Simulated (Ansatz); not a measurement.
Where the default PAW files enter, the runs use the earlier of Ansatz's two default sets.

Tunnelling through a barrier is set by its complex band structure: the current falls as exp(−2κd) with the smallest κ.

Here is the system:

```
CELL_PARAMETERS angstrom
      4.40226     0.00000     0.00000
     -2.20113     3.81247     0.00000
      2.20113     1.27082     3.59443
ATOMIC_POSITIONS crystal
  Ba 0.00000 0.00000 0.00000
  F  0.50000 0.75000 0.75000
  F  0.50000 0.25000 0.25000
```

Space group of this cell: Fm-3m, fluorite. The cell is taken as given; by r2SCAN its mean pressure is -0.9 GPa.

Transport runs along the normal of the first two printed cell vectors, the (111) plane of the conventional cell.

The gap is the functional's own. No spin-orbit coupling. Mid-gap values are interpolated on the energy grid.

Q: State the band gap and the smallest decay constant κ at mid-gap according to Ansatz (a program for electronic structure) with r2SCAN.

A: Gap 7.36 eV on a 10×10×10 mesh; κ = 0.537 1/Å, at the zone centre.
